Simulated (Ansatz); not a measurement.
Take HgSe in the zinc blende structure (space group F-43m, No. 216; a = 6.133 Å) as the base.

Calculations: PBEsol in Ansatz (plane waves to 420 eV, PAW, spin-orbit coupling left out).

Before the change:

- Lattice parameter a: 6.133 Å

Modification: Rh takes the place of Hg on all its sites, then cell and atoms are relaxed.

What happens to the lattice parameter a?

The lattice parameter a decreases by 0.656 Å, from 6.133 Å to 5.477 Å.

Whether these cells are dynamically stable was not tested. As relaxed here, RhSe is a hypothetical phase, not in the database extracts checked. All final runs are without spin polarisation. An odd electron count without spin: RhSe.

Ansatz is a program for electronic structure.
